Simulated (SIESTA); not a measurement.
# Worked example: self-consistent single point of LuAlSi (Cmcm, 6 atoms in the cell) in SIESTA

Level of theory: GGA PBEsol, numerical atomic orbitals DZP, PseudoDojo PBEsol standard norm-conserving potentials (rewritten from UPF to PSML) (SIESTA).

Input:

```
# files in the folder: Lu.psml Al.psml Si.psml (PseudoDojo PBEsol standard)
SystemName  LuAlSi
SystemLabel LuAlSi

NumberOfAtoms                6
NumberOfSpecies              3
%block ChemicalSpeciesLabel
  1 71 Lu
  2 13 Al
  3 14 Si
%endblock ChemicalSpeciesLabel
LatticeConstant              1.0 Ang
%block LatticeVectors
     1.955314000   -4.970239000    0.000000000
     1.955314000    4.970239000    0.000000000
     0.000000000    0.000000000    5.536926000
%endblock LatticeVectors
AtomicCoordinatesFormat      Ang
%block AtomicCoordinatesAndAtomicSpecies
     1.955314000   -1.942468806    4.152694500  1
     1.955314000    1.942468806    1.384231500  1
     0.000000000    0.000000000    2.768463000  2
     0.000000000    0.000000000    0.000000000  2
     1.955314000    1.005479350    4.152694500  3
     1.955314000   -1.005479350    1.384231500  3
%endblock AtomicCoordinatesAndAtomicSpecies

XC.functional                GGA
XC.authors                   PBEsol
PAO.BasisSize                DZP
PAO.EnergyShift              0.01 Ry
MeshCutoff                   400 Ry
%block kgrid.MonkhorstPack
    7   0   0  0.0
    0   7   0  0.0
    0   0   5  0.0
%endblock kgrid.MonkhorstPack
OccupationFunction           FD
ElectronicTemperature        100.0 meV

MaxSCFIterations             150
SCF.Mixer.Method             Pulay
SCF.Mixer.Weight             0.1
SCF.Mixer.History            6
SCF.DM.Tolerance             1.0E-04
Diag.ParallelOverK           true
WriteForces                  true
Charge.Mulliken              end
```

Output, abridged:

```
reinit: Reading from file input.fdf

reinit: System Name: LuAlSi
reinit: System Label: LuAlSi

coor:   Atomic-coordinates input format  =     Cartesian coordinates
coor:                                          (in Angstroms)

siesta: Atomic coordinates (Bohr) and species
siesta:      3.69501  -3.67073   7.84746  1        1
siesta:      3.69501   3.67073   2.61582  1        2
siesta:      0.00000   0.00000   5.23164  2        3
siesta:      0.00000   0.00000   0.00000  2        4
siesta:      3.69501   1.90008   7.84746  3        5
siesta:      3.69501  -1.90008   2.61582  3        6

siesta: System type = bulk

initatomlists: Number of atoms, orbitals, and projectors:      6   118   136

siesta: ******************** Simulation parameters ****************************
redata: Spin configuration                          = none
redata: Time-Reversal Symmetry                      = T
redata: Number of Atomic Species                    =        3
redata: Mesh Cutoff                                 =   400.0000 Ry
redata: Net charge of the system                    =     0.0000 |e|
redata: Min. number of SCF Iter                     =        0
redata: Max. number of SCF Iter                     =      150
redata: SCF convergence failure will abort job
redata: SCF mix quantity                            = Hamiltonian
redata: Mix DM or H after convergence               =   F
redata: Recompute H after scf cycle                 =   F
redata: Mix DM in first SCF step                    =   T
redata: No kicks to SCF
redata: DM Mixing Weight for Kicks                  =     0.5000
redata: Require Harris convergence for SCF          =   F
redata: Harris energy tolerance for SCF             =     0.000100 eV
redata: Require DM convergence for SCF              =   T
redata: DM tolerance for SCF                        =     0.000100
redata: Require EDM convergence for SCF             =   F
   [... lines left out ...]
diag: Parallel distribution                         =     1 x     1
diag: Used triangular part                          = Lower
diag: Absolute tolerance                            =  0.100E-15
diag: Orthogonalization factor                      =  0.100E-05
diag: Memory factor                                 =  1.0000

superc: Internal auxiliary supercell:     7 x     7 x     5  =     245
superc: Number of atoms, orbitals, and projectors:   1470  28910  33320

                        Single-point calculation

superc: Internal auxiliary supercell:     7 x     7 x     5  =     245
superc: Number of atoms, orbitals, and projectors:   1470  28910  33320

outcell: Unit cell vectors (Ang):
        1.955314   -4.970239    0.000000
        1.955314    4.970239    0.000000
        0.000000    0.000000    5.536926

outcell: Cell vector modules (Ang)   :    5.341023    5.341023    5.536926
outcell: Cell angles (23,13,12) (deg):     90.0000     90.0000    137.0502
outcell: Cell volume (Ang**3)        :    107.6199
new_DM -- step:     1
Initializing Density Matrix...

Attempting to read DM from file... Failed...
DM filled with atomic data:

InitMesh: MESH = 60 x 60 x 96 = 345600
InitMesh: Mesh cutoff (required, used) =   400.000   402.763 Ry

stepf: Fermi-Dirac step function
        iscf     Eharris(eV)        E_KS(eV)     FreeEng(eV)     dDmax    Ef(eV) dHmax(eV)
   scf:    1   -13689.070526   -13749.102460   -13749.387469  1.694247 -3.922899 19.699489
   scf:    2   -13777.509173   -13767.201868   -13767.263155  0.291031 -4.449636  6.317424
   scf:    3   -13769.039456   -13768.219237   -13768.280095  0.137150 -4.499305  3.648599
   scf:    4   -13768.203380   -13768.518245   -13768.581121  0.273200 -4.601544  1.567670
   scf:    5   -13768.522333   -13768.642001   -13768.702996  0.085620 -4.563320  1.001942
   scf:    6   -13768.694927   -13768.677813   -13768.739241  0.016067 -4.571597  0.409488
   scf:    7   -13768.686189   -13768.683171   -13768.744750  0.026839 -4.584642  0.040346
   scf:    8   -13768.683470   -13768.683379   -13768.744992  0.008566 -4.590593  0.021288
   scf:    9   -13768.683290   -13768.683350   -13768.744981  0.000626 -4.591023  0.044442
   scf:   10   -13768.683507   -13768.683446   -13768.745057  0.002488 -4.590660  0.000827
   scf:   11   -13768.683449   -13768.683448   -13768.745057  0.000023 -4.590663  0.000621
SCF Convergence by DM+H criterion
max |DM_out - DM_in|         :     0.0000229588
max |H_out - H_in|      (eV) :     0.0006213947
SCF cycle converged after 11 iterations

Using DM_out to compute the final energy and forces

siesta: E_KS(eV) =           -13768.6834

siesta: E_KS - E_eggbox =    -13768.6834

siesta: Atomic forces (eV/Ang):
     1   -0.000000   -0.028916   -0.000000
     2    0.000000    0.028916    0.000000
     3   -0.000000    0.000000   -0.000000
     4   -0.000000    0.000000    0.000000
     5   -0.000000    0.178105    0.000000
     6    0.000000   -0.178105   -0.000000
   Tot    0.000000   -0.000000    0.000000
   Max    0.178105
   Res    0.060146    sqrt( Sum f_i^2 / 3N )
   Max    0.178105    constrained

Stress tensor Voigt[x,y,z,yz,xz,xy] (kbar):        2.65       27.67       -5.93       -0.00       -0.00        0.00
(Free)E + p*V (eV/cell)   -13769.2910
Target enthalpy (eV/cell)   -13768.7451

siesta: Program's energy decomposition (eV):
siesta: Ebs     =     -1028.880158
siesta: Eions   =     19375.752516
siesta: Ena     =      2040.181942
siesta: Ekin    =      8554.838844
siesta: Enl     =     -2907.868326
siesta: Eso     =         0.000000
siesta: Edftu   =         0.000000
siesta: DEna    =        74.477690
siesta: DUscf   =         1.667960
siesta: DUext   =         0.000000
siesta: Ex      =     -2018.880835
siesta: Ec      =      -137.348207
siesta: Exc     =     -2156.229042
siesta: Eharris =    -13768.683449
siesta: Etot    =    -13768.683448
siesta: FreeEng =    -13768.745057

siesta: Atomic forces (eV/Ang):
siesta:      1   -0.000000   -0.028916   -0.000000
siesta:      2    0.000000    0.028916    0.000000
siesta:      3   -0.000000    0.000000   -0.000000
siesta:      4   -0.000000    0.000000    0.000000
siesta:      5   -0.000000    0.178105    0.000000
siesta:      6    0.000000   -0.178105   -0.000000
siesta: ----------------------------------------
siesta:    Tot    0.000000   -0.000000    0.000000

siesta: Stress tensor (static) (eV/Ang**3):
siesta:     0.001652    0.000000   -0.000000
siesta:     0.000000    0.017267   -0.000000
siesta:    -0.000000   -0.000000   -0.003702

   [... lines left out ...]
siesta: Cell volume =        107.619879 Ang**3
siesta:          -8.12706539        -10.46190569  kBar
   [... lines left out ...]
              0.237   0.216   0.223   0.295   0.297   0.229   0.123   0.054

              0.066   0.046   0.071   1.967   1.964   1.970   1.971   1.969

              1.975   1.967   0.016   0.019   0.015   0.015   0.017   0.014

              0.016

Species: Al
Atom  Qatom  Qorb
               3s      3s      3py     3pz     3px     3py     3pz     3px
               3Pdxy   3Pdyz   3Pdz2   3Pdxz   3Pdx2-y2
   3  3.353   0.749   0.239   0.310  -0.078   0.165   0.347   0.448   0.358
              0.149   0.116   0.175   0.226   0.149
   4  3.353   0.749   0.239   0.310  -0.078   0.165   0.347   0.448   0.358
              0.149   0.116   0.175   0.226   0.149

Species: Si
Atom  Qatom  Qorb
               3s      3s      3py     3pz     3px     3py     3pz     3px
               3Pdxy   3Pdyz   3Pdz2   3Pdxz   3Pdx2-y2
   5  4.239   1.284   0.117   0.489   0.452   0.373   0.367   0.340   0.347
              0.084   0.087   0.067   0.150   0.082
   6  4.239   1.284   0.117   0.489   0.452   0.373   0.367   0.340   0.347
              0.084   0.087   0.067   0.150   0.082

mulliken: Qtot =       64.000

Mulliken Atomic Populations:
Atom #   charge [q] valence [e]  Species
     1     0.592669   24.407331  Lu
     2     0.592669   24.407331  Lu
     3    -0.353353    3.353353  Al
     4    -0.353353    3.353353  Al
     5    -0.239316    4.239316  Si
     6    -0.239316    4.239316  Si
 Total    -0.000000
```

The run converged in 11 iterations.

The starting cell comes from a database of computed structures (which also holds hypothetical and non-ambient phases and stackings), without a prior relaxation at this level. Its lattice was rescaled by a random factor within 2.5 % of one. Values carry the incompleteness of an atom-centred basis.

Cost on one core of a shared machine: roughly 2 min.
